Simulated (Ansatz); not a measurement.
Cu on the 1x1 (10-10) surface of wurtzite ZnO (cut with top plane O + Zn), one in a 1x1 cell, started at the site 'top Zn'

Host crystal: wurtzite ZnO, with a band gap (PBE, scalar-relativistic without spin-orbit coupling).

Method: PBE (plane waves to 420 eV, PAW; Ansatz, a first-principles code).

Slab: 17 atoms, 9.4 Å thick at the start under the adsorbate (thin: gaps and levels are the slab's own); k 6x4x1, smearing 0.01 eV, dipole-corrected; 8 atoms held, the rest relaxed; symmetry of the start imposed; spin-polarised, ending with about 0.1 μB a cell, a value that depends on the mesh; orders that need a larger cell were not tried, no spin-orbit, no U, no dispersion correction. The slab shows no gap over 0.04 eV on its mesh. At the end it is bonded to O + Zn. In PBE this state lies 0.29 eV over the lowest of the starts that converged ('bridge Zn-Zn (span 3.3 Å) #2').

```
Property                                                                                                                                         Result
--------------------------------------------------------------------------------------  ---------------------------------------------------------------
adsorption energy against an atom of fcc Cu                                                                                                     1.89 eV
change of the step from the bottom to the top vacuum level, against the clean slab                                                             -0.52 eV
energy released by relaxation                                                                                                                   0.52 eV
height of the binding atom over the mean of the host atoms within 0.3 Å of the top one                                                          1.942 Å
nearest host atoms of the binding atom                                                                          O at 1.94 Å, Zn at 2.49 Å, Zn at 3.44 Å
largest move of a host atom                                                                                                                      0.28 Å
note                                                                                    in the relaxation the adsorbate left its starting site by 1.3 Å
cost                                                                                                                       very roughly 17 core-minutes
```

A negative adsorption energy means that the adsorbate is more stable on the surface than in its reference.
